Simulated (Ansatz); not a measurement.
**PBE against PBEsol: MgO, pressure 1.5 GPa**

Consider MgO in the rock salt structure (space group Fm-3m, No. 225; a = 4.2539 Å).

(Cell as relaxed with PBE.)

Levels (all Ansatz, a quantum-chemistry and plane-wave program, PAW): PBE (420 eV, without spin-orbit coupling); PBEsol (420 eV, no spin-orbit coupling).

Each level relaxes its own structure.

```tsv
base	PBE	PBEsol
volume per atom	9.62 Å³	9.35 Å³
lattice parameter a	4.254 Å	4.214 Å
band gap	4.46 eV	4.62 eV
```

Perturbation: a hydrostatic pressure of 1.5 GPa.

| quantity | PBE | PBEsol |
|---|---|---|
| gap character | direct at Γ | ___ |
| band gap | 4.55 eV | ___ |
| volume per atom | 9.53 Å³ | ___ |

**Question.** Given the PBE results, estimate those of PBEsol.

**Answer.** 
- gap character, PBEsol: direct at Γ
- band gap, PBEsol: 4.71 eV
- volume per atom, PBEsol: 9.27 Å³

PBE's band gap lies 0.16 eV below PBEsol's; PBE's volume per atom lies 0.26 Å³ above PBEsol's (2.8 %); the two agree on the gap character. Neither level is exact; PBEsol is the comparison here, not a measurement.

Load acts through the strain it causes; cell and atoms are relaxed under it. Whether these cells are dynamically stable was not tested. The base started in Pnma and relaxed to Fm-3m at this level.
